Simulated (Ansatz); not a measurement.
The structure below was relaxed with Ansatz (a quantum-chemistry and plane-wave program) PBEsol, no spin-orbit coupling.

Space group P4₂/mnm (No. 136); a = 4.769 Å, b = 4.769 Å, c = 3.212 Å, α = 90.00°, β = 90.00°, γ = 90.00°

```csv
atom,site,symmetry,x,y,z
Sn,2a,m.mm,0.0000,0.0000,0.0000
O,4f,m.2m,0.3063,0.3063,0.0000
```

Question: Write out a cell with all atoms.

Answer: 
```xyz
6
Lattice="4.7691 0.0000 0.0000 0.0000 4.7691 0.0000 0.0000 0.0000 3.2120" Properties=species:S:1:pos:R:3 pbc="T T T"
Sn     0.0000     0.0000     0.0000
Sn     2.3846     2.3846     1.6060
O      1.4607     1.4607     0.0000
O      3.3084     3.3084     0.0000
O      0.9239     3.8452     1.6060
O      3.8452     0.9239     1.6060
```
This is the conventional cell.

Stability against distortions was not tested. The cell was made from PbO2 by this change: Pb → Sn.
